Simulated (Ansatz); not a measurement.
We consider AlSiCN (P3m1, No. 156, 4 atoms in the cell; start mp-1227998), described by PBE0 in Ansatz (PAW).

Settings: plane-wave cutoff 460 eV, 9×9×6 k mesh (along the axes of the cell as run), Fermi–Dirac smearing 0.01 eV, scalar-relativistic PAW data made under PBE.

Cell (relaxed with PBEsol):

```
AlCNSi
1.0
    3.09407     0.00000     0.00000
   -1.54703     2.67954     0.00000
    0.00000     0.00000     5.02683
Al Si C N
1 1 1 1
Direct
  0.33333   0.66667   0.50719
  0.66667   0.33333   0.99732
  0.33333   0.66667   0.10847
  0.66667   0.33333   0.63701
```

Q: Give the computed band gap.

A: 
- band gap = 5.16 eV (on the SCF k mesh)

Note: cell and atoms aren't relaxed at this level (pressure -1.7 GPa).

It cost very roughly 3 core-minutes of CPU time.

A start named mp-… is a Materials Project structure, which need not be a measured phase.

Ansatz is an electronic-structure program.
